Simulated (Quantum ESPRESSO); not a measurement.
Habitual settings against a tight run: FeNi (Cmmm, 2 atoms in the cell)

Self-consistent single point.

```yaml
crystal:
  lattice:
    - [1.47179, -2.02926, 0.00000]
    - [1.47179, 2.02926, 0.00000]
    - [0.00000, 0.00000, 4.04486]
  atoms:
    - { symbol: Fe, position: [0.00000, 0.00000, 0.00000], spin: 4.0 }
    - { symbol: Ni, position: [0.50000, 0.50000, 0.50000], spin: 2.0 }
```
(The spins are starting values, not results.)

Method of the run: PBEsol, PSlibrary ultrasoft (PBE) pseudopotentials (plane waves; Quantum ESPRESSO).

Base settings: ecutwfc = 55 Ry; ecutrho = 330 Ry; occupations = smearing; smearing = cold; degauss = 0.019992 Ry; nspin = 2; input_dft = pbesol; potentials = {Fe: Fe.pbe-n-rrkjus_psl.1.0.0.UPF, Ni: Ni.pbe-n-rrkjus_psl.1.0.0.UPF}; K_POINTS = automatic 14 14 8 0 0 0; conv_thr = 1e-09 Ry; mixing_beta = 0.2.

Tight run (finer mesh or higher cutoff; not a proven limit): ecutwfc: 55 Ry → 77 Ry; ecutrho: 330 Ry → 462 Ry; conv_thr: 1e-09 Ry → 7.3e-11 Ry; K_POINTS: automatic 14 14 8 0 0 0 → automatic 19 19 11 0 0 0. It gave Fermi level (on the code's own zero) 12.11 eV; pressure -17.24 GPa; size of the cell's spin moment 3.40 μB; site moments (μB, in the program's spheres or projections) Fe 2.76, Ni 0.71.

Quick runs, as changes from the base:
- A: the base itself
- B: ecutwfc: 55 Ry → 28 Ry; ecutrho: 330 Ry → 168 Ry; K_POINTS: automatic 14 14 8 0 0 0 → automatic 2 2 2 1 1 1
- C: K_POINTS: automatic 14 14 8 0 0 0 → automatic 4 4 4 1 1 1
- D: ecutwfc: 55 Ry → 28 Ry; ecutrho: 330 Ry → 168 Ry; smearing: cold → gauss; degauss: 0.019992 Ry → 0.0147 Ry; input_dft: pbesol → default; pseudopotentials: {Fe: Fe.pbe-n-rrkjus_psl.1.0.0.UPF, Ni: Ni.pbe-n-rrkjus_psl.1.0.0.UPF} → {Fe: Fe.pz-n-rrkjus_psl.1.0.0.UPF, Ni: Ni.pz-n-rrkjus_psl.1.0.0.UPF}; K_POINTS: automatic 14 14 8 0 0 0 → automatic 8 8 8 0 0 0 [LDA (PZ)]

Energies are extrapolated to zero smearing width, which holds to low order in the width alone (under cold and Methfessel-Paxton smearing the free energy itself is taken).

Dashes: energy of D, another energy zero.

† marks runs with another functional, U, potentials or spin treatment: their distance from the tight run is not a convergence error alone.

The count of work is k-points × plane waves × bands × iterations; it is no time. 

The starting cell comes from a database of computed structures (which also holds hypothetical and non-ambient phases and stackings), without a prior relaxation at this level. Its lattice was rescaled by a random factor within 2.5 % of one. The magnetic order is the one reached from the typed start; others were not searched systematically. In the base run, with a pressure of about -17 GPa the cell is away from its equilibrium volume at this level.

```csv
run,energy less tight (meV/atom),pressure less tight (GPa),size of the net moment less tight (μB/atom),count of work / tight
A,5.4,-0.14,0.00,0.28
B,181.5,-24.52,0.34,0.00062
C,18.4,1.47,0.09,0.010
D†,–,-37.28,-0.03,0.034
```

Among the runs at the tight run's level, the energy misses run from 5.4 to 181.5 meV/atom.

Left out of this page: 2 runs of the series outside the window shown, repeating another row's setting, or not comparable.
